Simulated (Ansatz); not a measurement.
How a calculation on Li2Al (Cmcm, 6 atoms in the cell) responds to its settings

```
CELL_PARAMETERS angstrom
      2.29229    -4.83324     0.00000
      2.29229     4.83324     0.00000
      0.00000     0.00000     4.43090
ATOMIC_POSITIONS crystal
  Li 0.24139 0.75861 0.25000
  Li 0.75861 0.24139 0.75000
  Li 0.58986 0.41014 0.25000
  Li 0.41014 0.58986 0.75000
  Al 0.92502 0.07498 0.25000
  Al 0.07498 0.92502 0.75000
```

Base run A: r2SCAN, default PAW files made with PBE run with Ansatz (an electronic-structure program), self-consistent single point.

Its settings: kpoints.mp_grid.grid = 8 8 8; hamiltonian.xc = r2scan; hamiltonian.pseudopotentials = {kind: paw} (the program's default PAW files); scf.occupations.method = methfessel_paxton; scf.occupations.width = 0.1 eV.

The starting cell comes from a database of computed structures (which also holds hypothetical and non-ambient phases and stackings), without a prior relaxation at this level. Ansatz's pressure includes its estimate of the finite-basis (Pulay) stress.

ΔF is the free energy per atom less that of run A. 

```csv
run,"kpoints.mp_grid.grid, kpoints.mp_grid.shift",ΔF (meV/atom),pressure (GPa),largest force (eV/Å),k-points
A,"8 8 8, default",0.00,0.39,0.013,105
B,"7 7 6, default",2.0,0.37,0.009,64
C,"7 7 6, 0.5 0.5 0.5",-3.9,0.40,0.015,48
D,"8 8 7, default",-2.3,0.37,0.008,84
E,"8 8 7, 0.5 0.5 0.5",-0.39,0.43,0.038,80
F,"8 8 8, 0.5 0.5 0.5",-1.92,0.42,0.016,80
G,"9 9 8, default",-1.23,0.39,0.021,125
H,"9 9 8, 0.5 0.5 0.5",-1.45,0.42,0.015,100
I,"8 8 8, 0 0 0.5",-2.8,0.39,0.021,84
```

Run D against A: The free energy falls by 2.3 meV/atom, the pressure hardly changes (0.39 to 0.37 GPa) and the largest force goes from 0.013 to 0.008 eV/Å.

Run H against A: The free energy falls by 1.5 meV/atom, the pressure moves little (0.39 to 0.42 GPa) and the largest force hardly changes (0.013 to 0.015 eV/Å).

Run F against A: The free energy goes down by 1.9 meV/atom, the pressure hardly changes (0.39 to 0.42 GPa) and the largest force moves little (0.013 to 0.016 eV/Å).

Keys are those of Ansatz 0.2.
